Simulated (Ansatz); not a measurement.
Layers are cut from database crystals; whether they can be made is not shown.

System: single layer of SnO (symmetry P4/nmm as a slab, 4 atoms a cell), relaxed.

Here is the system:

```xyz
4
Lattice="3.8496 0.0000 0.0000 0.0000 3.8496 0.0000 0.0000 0.0000 22.3000" Properties=species:S:1:pos:R:3 pbc="T T T"
Sn     0.0000     0.0000    12.3247
Sn     1.9248     1.9248     9.9753
O      0.0000     1.9248    11.1500
O      1.9248     0.0000    11.1500
```

The image is the density of sample states between the Fermi level and the bias.

Mesh 14×14×1, no spin-orbit coupling, no spin polarisation; biases count from the run's Fermi level.

**Question.** Give the constant-current image of the upper face at a sample bias of -2.5 V from a Fermi level inside the gap (filled states down to 1.0 eV under the valence edge) over one cell, by PBE, Tersoff-Hamann images (Ansatz, a quantum-chemistry and plane-wave program). The set point is the mean density 3.5 Å over the top atom.

**Answer.** Corrugation 0.76 Å, highest over Sn1 and the sites alike, lowest over Sn2 and the sites alike. Tip height over the top atom in Å, x and y in fractions of the first two vectors:

```
y \ x   0.000  0.111  0.167  0.278  0.333  0.444  0.500  0.611  0.667  0.778  0.833  0.944
------  -----  -----  -----  -----  -----  -----  -----  -----  -----  -----  -----  -----
0.944    3.75   3.72   3.69   3.59   3.53   3.42   3.41   3.47   3.53   3.65   3.69   3.74
0.889    3.73   3.70   3.67   3.57   3.51   3.40   3.38   3.45   3.51   3.63   3.67   3.72
0.778    3.65   3.63   3.59   3.49   3.43   3.31   3.29   3.36   3.43   3.55   3.59   3.65
0.722    3.60   3.57   3.54   3.43   3.37   3.25   3.23   3.30   3.37   3.49   3.54   3.59
0.667    3.54   3.51   3.48   3.37   3.30   3.18   3.15   3.23   3.30   3.43   3.48   3.53
0.556    3.43   3.40   3.37   3.25   3.18   3.04   3.02   3.10   3.18   3.31   3.37   3.42
0.500    3.41   3.38   3.35   3.23   3.15   3.02   3.00   3.08   3.15   3.29   3.35   3.41
0.444    3.43   3.40   3.37   3.25   3.18   3.04   3.02   3.10   3.18   3.31   3.37   3.42
0.389    3.48   3.45   3.41   3.30   3.23   3.10   3.08   3.16   3.23   3.36   3.41   3.47
0.278    3.60   3.57   3.54   3.43   3.37   3.25   3.23   3.30   3.37   3.49   3.54   3.59
0.222    3.65   3.63   3.59   3.49   3.43   3.31   3.29   3.36   3.43   3.55   3.59   3.65
0.167    3.70   3.67   3.64   3.54   3.48   3.37   3.35   3.41   3.48   3.59   3.64   3.69
0.0556   3.75   3.72   3.69   3.59   3.53   3.42   3.41   3.47   3.53   3.65   3.69   3.74
0.000    3.75   3.73   3.70   3.60   3.54   3.43   3.41   3.48   3.54   3.65   3.70   3.75
```
